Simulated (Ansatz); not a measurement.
Results of r²SCAN (PAW; Ansatz, a program for electronic structure) for TaRu (P4/mmm, No. 123, 2 atoms in the cell; start mp-1217908).

Settings: plane-wave cutoff 560 eV, 20×20×14 k mesh (along the axes of the cell as run), Fermi–Dirac smearing 0.05 eV, no spin polarisation, scalar-relativistic PAW data made under PBE.

Cell (relaxed at this level):

```cif
data_RuTa
_chemical_formula_sum 'Ta1 Ru1'
_space_group_name_H-M_alt 'P4/mmm'
_space_group_IT_number 123
_space_group_name_Hall '-P 4 2'
_cell_length_a 3.04373
_cell_length_b 3.04373
_cell_length_c 3.39384
_cell_angle_alpha 90.000
_cell_angle_beta 90.000
_cell_angle_gamma 90.000
loop_
_atom_site_label
_atom_site_type_symbol
_atom_site_symmetry_multiplicity
_atom_site_Wyckoff_symbol
_atom_site_fract_x
_atom_site_fract_y
_atom_site_fract_z
_atom_site_occupancy
Ta1 Ta 1 d 0.50000 0.50000 0.50000 1
Ru1 Ru 1 a 0.00000 0.00000 0.00000 1
```

What does this level give for the bulk modulus?


- bulk modulus = 270 GPa

Note: the run has no spin polarisation, so it can have missed a magnetic state; the bulk modulus is −V dP/dV from two relaxed cells at ±2 % in volume; the relaxation could not lower the start's symmetry, so the cell can be a saddle point above a distorted one.

Spin–orbit coupling is not included.

Static lattice: no zero-point or thermal effects.

Computing time: around 13 core-minutes (rough).

A start named mp-… is a Materials Project structure, which need not be a measured phase.
